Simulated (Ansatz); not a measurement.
Band structure of NaMg₆Ti (Amm2, 8 atoms in the cell).

```
NaMg6Ti
1.0
    5.18202     0.00000     0.00000
    0.00000     3.40681     5.53667
    0.00000    -3.40681     5.53667
Na Mg Ti
1 6 1
Direct
  0.50000   0.33590   0.33590
  0.50000   0.33801   0.83035
  0.50000   0.83035   0.33801
  0.00000   0.14878   0.67636
  0.00000   0.67636   0.14878
  0.00000   0.67040   0.67040
  0.00000   0.16127   0.16127
  0.50000   0.83893   0.83893
```
Moments meant for the start (each program seeds them in its own way; μB, in the order of the atoms Na Mg Mg Mg Mg Mg Mg Ti): 0.0 0.0 0.0 0.0 0.0 0.0 0.0 1.0.

Method of the run: LDA (PW92), PAW files made with PBE (plane waves; Ansatz, a quantum-chemistry and plane-wave program).

Settings: kpoints.mp_grid.grid = 4 3 3; hamiltonian.xc = lda; hamiltonian.pseudopotentials = {kind: paw} (the program's default PAW files); magnetization.spin_polarized = true; scf.occupations.method = cold; scf.occupations.width = 0.1 eV; kpoints.band_path.npoints = 16.

The starting cell comes from a database of computed structures (which also holds hypothetical and non-ambient phases and stackings), without a prior relaxation at this level. Its lattice was rescaled by a random factor within 2.5 % of one. With one magnetic atom in the cell only a parallel order is possible.

Levels in eV from the Fermi level, bands 38 to 45 of the first spin channel:
| point | 38 | 39 | 40 | 41 | 42 | 43 | 44 | 45 |
|---|---|---|---|---|---|---|---|---|
| Γ | -1.48 | -1.31 | -0.94 | -0.68 | -0.24 | -0.18 | 0.57 | 0.75 |
| X | -0.68 | -0.67 | -0.51 | 0.23 | 0.45 | 0.66 | 0.86 | 1.11 |
| S | -0.72 | -0.36 | -0.25 | -0.08 | 0.17 | 0.72 | 1.10 | 1.34 |
| R | -1.66 | -1.35 | -0.84 | -0.13 | 0.07 | 0.10 | 0.58 | 0.85 |
| A | -2.44 | -0.38 | -0.36 | -0.13 | -0.08 | 0.07 | 0.44 | 1.50 |
| Z | -1.09 | -0.86 | -0.72 | -0.48 | -0.37 | -0.22 | -0.09 | -0.08 |
| Y | -0.80 | -0.46 | -0.36 | 0.28 | 0.47 | 0.52 | 1.22 | 1.47 |
| X1 | -0.68 | -0.67 | -0.51 | 0.23 | 0.45 | 0.66 | 0.86 | 1.11 |
| A1 | -2.44 | -0.38 | -0.36 | -0.13 | -0.08 | 0.07 | 0.44 | 1.50 |
| T | -1.77 | -1.50 | -1.48 | -0.25 | 0.08 | 0.17 | 0.40 | 0.85 |

Bands cross the Fermi level along this path, so the cell is metallic at this level.

The net moment of the cell came out as 1.89 μB.

Keys are those of Ansatz 0.2.
